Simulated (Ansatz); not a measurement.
**S interstitial in fcc Pd**

These are PBE, PAW (plane waves to 420 eV; Ansatz, an electronic-structure program) values and carry that method's errors. Cell and caveats: 32-site cell; 6×6×6 shifted k-points; start: void with 4Pd nearest; not converged in cell size; the relaxation kept the symmetry of the starting site.

Neighbours after relaxation, in Å: of the S atom: Pd 2.08, Pd 2.08, Pd 2.08, Pd 2.08.

Formation energies E_f are those of the neutral cell. Chemical conditions: host crystal and elements as references (Δμ(S) = 0.00 eV; S taken from its element, since no compound that bounds it was computed at this level; only phases computed here count, gases as isolated molecules at 0 K). Reference phases: S: S8 molecule in a box.

The name describes the start; the neighbours show where the atoms ended.

```csv
charge,moment (μB),point group,largest move off a lattice site (Å),"E_f, host crystal and elements as references (eV)"
0,not spin-polarised,Td,0.37,1.45
```

Point groups are those of the whole cell at tolerances of 0.03 and 0.1 Å ("near" where only the looser one holds); none is given for unsettled states.

Not the lowest form: the same atoms on another site or from another start ended lower, by 1.21 eV at charge 0.
